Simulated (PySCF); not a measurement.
PySCF 2.14.0, PBE/def2-svp, df: V(NH)(Cl)2(OiPr) (CC(C)[O][V](=[NH])([Cl])[Cl]), 16 atoms. The geometry is a generated start, not checked to be a minimum at this level.

```
Property                      Result
-------------------  ---------------
task                          energy
method                           pbe
basis                       def2-svp
two-electron scheme  density fitting
mol.max_memory               3000 MB
mf.max_cycle                     100
mf.init_guess        minao (default)
mf.conv_tol          1e-09 (default)
mf.grids.level           3 (default)
basis functions                  177
grid points                   207472
```

```xyz
16

V     -0.8687    -0.2746     1.8702
N     -1.6892    -1.6164     1.5879
H     -2.2056    -2.4494     1.3138
Cl     0.6940    -0.8226     3.0767
Cl    -2.0873     0.9324     2.9848
O     -0.3458     0.4471     0.5429
C      0.0339     0.5915    -0.7656
C      0.2276    -0.8042    -1.3724
C      1.3183     1.4254    -0.8435
H     -0.7778     1.1158    -1.3030
H      0.9981    -1.3332    -0.8092
H      0.5221    -0.7293    -2.4156
H     -0.7069    -1.3621    -1.2943
H      1.1510     2.4075    -0.4032
H      2.1115     0.9219    -0.2907
H      1.6248     1.5503    -1.8787
```

Charge 0 and multiplicity 1 are set for this test and not shown to be the ground state.

With the defaults (mf.DIIS = CDIIS, mf.diis_space = 8, mf.diis = true, mf.damp = 0, mf.diis_start_cycle = 1, newton = off) it converges in 17 Fock builds. One run each on 2 threads, 1 BLAS thread, with these changes:
- mf.DIIS = EDIIS
- mf.diis = false
- mf.damp = 0.3, mf.diis_start_cycle = 4
- mf.diis = false, mf.damp = 0.7, mf.diis_start_cycle = 999
- mf.diis_space = 3
- mf.diis_space = 20
- newton = Hessian by the SCF's own integrals
- mf.diis_space = 5
- mf.DIIS = ADIIS

### Question
Which of these changes keep the SCF from converging, or lead it to another solution?

### Answer
No convergence: mf.DIIS = EDIIS; mf.diis_space = 3; mf.diis = false; mf.diis = false, mf.damp = 0.7, mf.diis_start_cycle = 999 (the run ends without SCF convergence in 100 cycles). The rest reach the solution of the defaults.

| setting | Fock builds | end |
|---|---|---|
| mf.diis_space = 20 | 16 | same solution |
| the defaults | 17 | same solution |
| mf.diis_space = 5 | 20 | same solution |
| newton = Hessian by the SCF's own integrals | 32 | same solution |
| mf.damp = 0.3, mf.diis_start_cycle = 4 | 55 | same solution |
| mf.DIIS = ADIIS | 68 | same solution |
| mf.DIIS = EDIIS | 101 | no convergence |
| mf.diis_space = 3 | 101 | no convergence |
| mf.diis = false | 101 | no convergence |
| mf.diis = false, mf.damp = 0.7, mf.diis_start_cycle = 999 | 101 | no convergence |

Under newton the count holds the products with the orbital Hessian.
